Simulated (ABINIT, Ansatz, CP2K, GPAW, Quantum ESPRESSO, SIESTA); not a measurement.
Code comparison for SnP₃ (R-3m, 8 atoms in the cell)

Self-consistent single point, at a second geometry (lattice scaled by 0.98). First geometry:

```
CELL_PARAMETERS angstrom
      3.77964     2.18218     3.69964
     -3.77964     2.18218     3.69964
      0.00000    -4.36435     3.69964
ATOMIC_POSITIONS crystal
  Sn 0.74595 0.74595 0.74595
  Sn 0.25405 0.25405 0.25405
  P  0.20089 0.20089 0.74082
  P  0.79910 0.79910 0.25918
  P  0.74082 0.20089 0.20089
  P  0.25918 0.79910 0.79910
  P  0.20089 0.74082 0.20089
  P  0.79910 0.25918 0.79910
```

Shared settings, as Ansatz (an electronic-structure program) writes them: kpoints.mp_grid.grid = 4 4 4; scf.occupations.method = gaussian; scf.occupations.width = 0.1 eV. Potentials and cutoffs stand in the table.

| code | model | ΔF from the first geometry (meV/atom) | pressure (GPa) | largest force (eV/Å) | cutoff |
|---|---|---|---|---|---|
| CP2K | PBEsol, GPW, DZVP-MOLOPT-SR-GTH basis, GTH-PBE potentials (GTH_POTENTIALS) | -16.9 | 0.07 | 0.360 | grid 400 Ry |
| Quantum ESPRESSO | PBEsol, GBRV 1.5 ultrasoft (PBESOL) pseudopotentials | -33.6 | -2.12 | 0.226 | 40 Ry |
| SIESTA | GGA PBEsol, numerical atomic orbitals DZP, PseudoDojo PBEsol standard norm-conserving potentials (rewritten from UPF to PSML) | -28.4 | -1.34 | 0.459 | grid 300 Ry |
| Ansatz | PBEsol, PAW files made with PBE | -33.3 | -2.06 | 0.229 | default |
| ABINIT | PBEsol, norm-conserving pseudopotentials (PseudoDojo nc-sr-04 PBEsol standard) | -33.4 | -2.08 | 0.226 | 980 eV |
| GPAW | PBEsol, GPAW PAW datasets PBEsol (made by gpaw-setup) | -33.0 | -2.02 | 0.270 | 600 eV |

Size of the force on each atom (eV/Å): Sizes of forces hide their directions.

| code | Sn1 | Sn2 | P3 | P4 | P5 | P6 | P7 | P8 |
|---|---|---|---|---|---|---|---|---|
| CP2K | 0.111 | 0.111 | 0.360 | 0.360 | 0.360 | 0.360 | 0.360 | 0.360 |
| Quantum ESPRESSO | 0.068 | 0.068 | 0.226 | 0.226 | 0.226 | 0.226 | 0.226 | 0.226 |
| SIESTA | 0.101 | 0.101 | 0.459 | 0.459 | 0.459 | 0.459 | 0.459 | 0.459 |
| Ansatz | 0.073 | 0.073 | 0.229 | 0.229 | 0.229 | 0.229 | 0.229 | 0.229 |
| ABINIT | 0.078 | 0.078 | 0.226 | 0.226 | 0.226 | 0.226 | 0.226 | 0.226 |
| GPAW | 0.066 | 0.066 | 0.270 | 0.270 | 0.270 | 0.270 | 0.270 | 0.270 |

No clean gap comes from CP2K, Quantum ESPRESSO, SIESTA, Ansatz, ABINIT and GPAW: levels at the Fermi energy touch, overlap or are partly filled at this smearing.

The spread over the programs that give each value: ΔF from the first geometry within 16.7 meV/atom; pressure within 2.19 GPa; largest force within 0.233 eV/Å.

CP2K and SIESTA use small atom-centred bases, whose incompleteness enters pressures, forces and empty levels differently from a plane-wave cutoff. Ansatz's pressure is given at a fixed set of plane waves, as the other plane-wave codes print theirs. In the pressure, CP2K (by 2.14) lies more than 1 GPa from the median of the plane-wave programs. In the force vectors, CP2K (by 0.135) and SIESTA (by 0.231) lie more than 0.08 eV/Å from the median of the plane-wave programs.

The starting cell comes from a database of computed structures (which also holds hypothetical and non-ambient phases and stackings), without a prior relaxation at this level. Its lattice was rescaled by a random factor within 2.5 % of one. For this run, on top of that: lattice scaled by 0.98.

Left out of this page: Elk and FLEUR (not drawn, or without a comparable value).

Keys are those of Ansatz 0.2.
